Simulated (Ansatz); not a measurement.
The reference is SrTiO₃ in the cubic perovskite structure (space group Pm-3m, No. 221; a = 3.8911 Å).

Modification: cell and atoms relaxed at a pressure of 50 GPa.

Levels (all Ansatz, a quantum-chemistry and plane-wave program, PAW): PBEsol (420 eV, no SOC); PBEsol+SOC (420 eV, with spin-orbit coupling).

The geometry is relaxed with PBEsol.

| Quantity | Value |
|---|---|
| PBEsol lowest conduction level above the VBM at special points | Γ 2.13 eV; X 2.42 eV; M 4.90 eV; R 5.83 eV |
| PBEsol width of the top valence band | 1.25 eV |

With PBEsol+SOC at the same geometry, the lowest conduction level above the VBM at special points changes from Γ 2.13 eV; X 2.42 eV; M 4.90 eV; R 5.83 eV to Γ 2.12 eV; X 2.41 eV; M 4.89 eV; R 5.82 eV; the hole mass (degenerate bands, along [100]) is 0.68, 1.8 mₑ (at R); the electron mass (degenerate bands, along [100]) comes out as 0.31, 0.82 mₑ (at Γ); the width of the top valence band remains 1.25 eV.

Single points use the geometry relaxed with PBEsol. The spin-orbit shifts are approximate. The levels and masses belong to the bands next to the band gap. Load acts through the strain it causes; cell and atoms are relaxed under it. Effective masses come from finite differences of ±0.01 Å⁻¹. No phonon test of stability was made. Competing high-pressure phases were not computed. The runs without spin-orbit coupling are not spin-polarised. Many cubic perovskites are stable only at high temperature; tilts and polar distortions were not tested.
